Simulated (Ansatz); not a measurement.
The starting structures come from a database of crystals and need not be the phases stable at ambient conditions.

By PBEsol, the system below comes out a metal.

The ballistic (Sharvin) conductance counts the channels at the Fermi level: G/A = (e²/h) × channels of both spins per area.

Data:

```xyz
2
Lattice="4.2186 0.0000 0.0000 -2.1093 3.6534 0.0000 2.1093 1.2178 1.7739" Properties=species:S:1:pos:R:3 pbc="T T T"
Si     0.0000     2.4356     0.8870
Rh     0.0000     0.0000     0.0000
```

Space group of this cell: R-3m. The cell is strained (lengths along the current scaled by 1.03, ions clamped); by PBEsol its mean pressure is -13.2 GPa.

The current flows along the normal of the first two printed cell vectors, the (111) (indices of the unstrained crystal) plane of the conventional cell. No spin-orbit coupling; the value is a mean over 0.1 eV about the Fermi level.

Compute, with PBEsol (Ansatz, an electronic-structure program), the ballistic conductance per area.

1.1 × 10¹⁵ S/m² for both spins.
